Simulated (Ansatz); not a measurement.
## BN under a change: uniaxial strain ε_zz = +3.00 %

Take BN (space group P6_3/mmc, No. 194; a = 2.5005 Å, c = 6.4117 Å; layered, stacked along the Cartesian z axis) as the base. Axes: x lies along a and z along c of the hexagonal cell.

The change: the cell is stretched by 3.00 % along z with no lateral relaxation; the atoms relax in the strained cell.

Calculations: Kohn–Sham DFT with the PBEsol-D3(BJ) functional, run in Ansatz (a first-principles code) with PAW and 420 eV plane waves, no spin-orbit coupling. Γ-centred 15×15×5 mesh, Fermi–Dirac width 0.05 eV.

The volume per atom increases by 0.26 Å³ (8.68 Å³ → 8.94 Å³) and the space group stays P6_3/mmc (No. 194). The shortest interatomic distance is still 1.444 Å and the energy grows by 0.7 meV/atom. The pressure (mean of the normal stresses, compression positive) goes from zero to -0.29 GPa and the band gap rises by 0.06 eV (4.08 eV → 4.14 eV). The gap character remains indirect, k = (0.267, 1/3, 0) in the run's primitive reciprocal basis → M and the width of the top valence band hardly moves (3.30 eV against 3.28 eV). The stress (xx, yy, zz, yz, xz, xy; compression positive) comes out as (-0.02, -0.02, -0.83, 0.00, 0.00, 0.00) GPa.

Cost of the whole job for the changed cell (relaxation, final SCF and bands): roughly 6 core-seconds.

Whether these cells are dynamically stable was not tested.
